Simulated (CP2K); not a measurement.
CP2K 2026.2, DFT, PBE, Gaussian and plane waves, DZVP-MOLOPT bases, GTH-PBE potentials: unreconstructed Ge(100) slab of 3 layers, 2x2, atoms displaced (Ge12), unrelaxed, 12 atoms. Basis and mesh were picked for this test and aren't claimed converged.

| Item | Value |
|---|---|
| cell | 8.00, 8.00, 12.83 Å; 90, 90, 90° |
| distance to the nearest atom | 2.34 to 2.47 Å |
| SCF method | diagonalisation with mixing (no OT or OUTER_SCF section) |
| task | scf |
| basis | Ge=DZVP-MOLOPT-SR-GTH-q4 |
| GLOBAL/RUN_TYPE | ENERGY_FORCE |
| GLOBAL/PRINT_LEVEL | LOW |
| QS/METHOD | GPW |
| QS/EPS_DEFAULT | 1e-12 |
| MGRID/CUTOFF | 280 Ry |
| MGRID/REL_CUTOFF | 50 Ry |
| SCF/SCF_GUESS | ATOMIC |
| SCF/EPS_SCF | 1e-06 |
| SCF/MAX_SCF | 150 |
| SCF/DIAGONALIZATION/ALGORITHM | STANDARD |
| SCF/MIXING/METHOD | BROYDEN_MIXING |
| SCF/MIXING/ALPHA | 0.15 |
| SCF/MIXING/NBUFFER | 8 |
| SCF/ADDED_MOS | 6 |
| SCF/SMEAR/METHOD | FERMI_DIRAC |
| SCF/SMEAR/ELECTRONIC_TEMPERATURE | [K] 1000 |
| KPOINTS/SCHEME | MONKHORST-PACK 4 4 1 |
| KPOINTS/GAMMA_CENTERED | T |
| GLOBAL/PREFERRED_DIAG_LIBRARY | ELPA (default) |
| SCF/MIXING/BETA | 0.5 (default) |
| MGRID/NGRIDS | 4 (default) |
| basis functions | 156 |

It runs on a single node (AMD EPYC (Zen 5), 96 cores on 1 socket, no SMT, 12 L3 cache groups; 94 cores' worth of CPU time may be used).

Wall times, medians of two to five repeats, each run alone on the node (launch to exit). Processes are pinned to neighbouring cores unless said otherwise. The build: conda-forge: MPICH, OpenMP, OpenBLAS, FFTW, ScaLAPACK, ELPA, COSMA, DBCSR on BLAS; another build can shift the numbers. Scratch files lie in a memory file system.

Started as
```bash
OMP_NUM_THREADS=1 mpirun -np 8 cp2k.psmp -i run.inp
```
(8 ranks, KPOINTS/PARALLEL_GROUP_SIZE = -1 (default)) it takes 4.6 s and 23 SCF steps.

Q: Predict the time once the run is changed to KPOINTS/PARALLEL_GROUP_SIZE = 0.

A: About 5.1 s (3 runs within 1 %): 1.1× as long. The largest move is in dense diagonalisation and Cholesky (ELPA, syevd, cholesky): 0.44 s to 0.92 s. The own time of cp_cfm_heevd_base goes from 0.37 s to 0.78 s, most of the change. Change in the result: energy under 0.001 meV/atom, forces (largest component) equal as printed.
